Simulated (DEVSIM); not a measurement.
Device: abrupt Si p-n junction, at 300 K.

| layer (left to right) | material | thickness (μm) | Nd (cm⁻³) | Na (cm⁻³) | τn (s) | τp (s) |
|---|---|---|---|---|---|---|
| 1 | Si | 0.730 | - | 1.3e18 | 2.4e-5 | 2.4e-5 |
| 2 | Si | 41.0 | 1.1e17 | - | 2.4e-5 | 2.4e-5 |

Left contact: ohmic. Right contact: ohmic. Voltage is applied to the left contact. Recombination: SRH at mid-gap, radiative, Auger. Mobility is μmin + (μ − μmin)/(1 + (N/Nref)^α).

Constants are typed, rounded textbook-type inputs, not results; the design itself was drawn at random and stands for no fabricated device. Values at 300 K.

```
parameter           Si
-------------  -------
gap (eV)         1.124
affinity (eV)     4.05
permittivity      11.7
Nc (cm⁻³)      2.86e19
Nv (cm⁻³)       3.1e19
μn (cm²/Vs)       1417
μp (cm²/Vs)        470
μn,min              52
μp,min              45
Nref,n          9.7e16
Nref,p          2.2e17
αn                0.68
αp                0.72
B (cm³/s)      4.7e-15
Cn (cm⁶/s)     2.8e-31
Cp (cm⁶/s)     9.9e-32
```

Simulated with DEVSIM: 1D drift-diffusion, Boltzmann statistics, complete ionisation; no tunnelling, impact ionisation, image-force lowering or self-heating.

Base results: dark forward voltage at 1 A/cm² (V) 0.702; largest field in the device at zero bias (V/cm) 160000; potential step across the device at zero bias (V) 0.898; dark forward voltage at 100 A/cm² (V) 0.842.

What follows from this one change: doping Nd of layer 2 1.1e+17 → 1.1e+16 cm^-3?

dark forward voltage at 1 A/cm² 0.702 → 0.671 V; largest field in the device at zero bias 160000 → 75000 V/cm; potential step across the device at zero bias 0.898 → 0.839 V; dark forward voltage at 100 A/cm² 0.842 → 0.837 V.

What follows from this one change: doping Na of layer 1 1.3e+18 → 1.3e+19 cm^-3?

dark forward voltage at 1 A/cm² 0.702 → 0.739 V; largest field in the device at zero bias 160000 → 250000 V/cm; potential step across the device at zero bias 0.898 → 0.958 V; dark forward voltage at 100 A/cm² 0.842 → 0.875 V.

What follows from this one change: thickness of layer 2 41 → 120 μm?

dark forward voltage at 1 A/cm² 0.702 → 0.706 V; largest field in the device at zero bias little changed (160000 V/cm); potential step across the device at zero bias little changed (0.898 V); dark forward voltage at 100 A/cm² 0.842 → 0.890 V.

What follows from this one change: constant mobility in place of the doping-dependent one?

dark forward voltage at 1 A/cm² 0.702 → 0.662 V; largest field in the device at zero bias little changed (160000 V/cm); potential step across the device at zero bias little changed (0.898 V); dark forward voltage at 100 A/cm² 0.842 → 0.795 V.
